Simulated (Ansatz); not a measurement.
The starting structures come from a database of crystals and need not be the phases stable at ambient conditions.

The decay constant κ of evanescent states in the gap governs leakage through a thin film.

Consider the following.

```yaml
crystal:
  lattice:
    - [7.45097, 0.00000, 0.00000]
    - [-1.81691, 7.22605, 0.00000]
    - [2.81703, 3.61303, 5.87600]
  atoms:
    - { symbol: Cs, position: [0.75000, 0.25000, 0.50000] }
    - { symbol: Cs, position: [0.25000, 0.75000, 0.50000] }
    - { symbol: Cs, position: [0.73279, 0.73279, 0.00000] }
    - { symbol: Cs, position: [0.26721, 0.26721, 0.00000] }
    - { symbol: H, position: [0.91392, 0.75816, 0.32792] }
    - { symbol: H, position: [0.08608, 0.24184, 0.67208] }
    - { symbol: H, position: [0.75816, 0.08608, 0.15576] }
    - { symbol: H, position: [0.24184, 0.91392, 0.84424] }
    - { symbol: S, position: [0.75820, 0.24868, 0.99312] }
    - { symbol: S, position: [0.24180, 0.75132, 0.00688] }
    - { symbol: S, position: [0.24868, 0.24180, 0.50952] }
    - { symbol: S, position: [0.75132, 0.75820, 0.49048] }
```

Space group of this cell: I4/m. The cell is taken as given.

Transport runs along the normal of the first two printed cell vectors, the (110) plane of the conventional cell.

The gap is the functional's own, uncorrected, and κ follows it; spin-orbit coupling is left out. Mid-gap values are interpolated between the computed energies.

Task: Estimate the band gap and the smallest decay constant κ at mid-gap that r2SCAN in Ansatz (an electronic-structure program) returns for this system.

Result: Gap 3.90 eV on a 6×6×6 mesh; κ = 0.341 1/Å, at the zone centre.
